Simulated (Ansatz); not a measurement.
The parent structure is WSi2 (space group I4/mmm, No. 139; a = 3.229 Å, c = 7.870 Å; relaxed with 0.1 eV smearing). Axes: x, y, z lie along a, b, c of the conventional cell.

(Cell as relaxed with PBE.)

Levels (all Ansatz, a first-principles code, PAW): PBE (420 eV, spin-orbit coupling left out); r2SCAN (500 eV, no spin-orbit coupling).

Each level relaxes its own structure.

```
base                      PBE    r2SCAN
-------------------  --------  --------
volume per atom      13.67 Å³  13.42 Å³
lattice parameter a   3.229 Å   3.211 Å
band gap                 zero      zero
```

Modification: tensile biaxial strain of 0.53 % in the plane normal to [001], as in epitaxy on a mismatched substrate; the out-of-plane cell vector and the atoms relax.

```csv
quantity,PBE,r2SCAN
"pressure (mean of the normal stresses, compression positive)",-1.7 GPa,[?]
volume per atom,13.79 Å³,[?]
```

Task: Predict the r2SCAN column.

Result: 
- pressure (mean of the normal stresses, compression positive), r2SCAN: -1.8 GPa
- volume per atom, r2SCAN: 13.53 Å³

PBE's volume per atom lies 0.26 Å³ above r2SCAN's (1.9 %). Neither level is exact; r2SCAN is the comparison here, not a measurement.

Stability against distortions was not tested. All final runs are without spin polarisation.
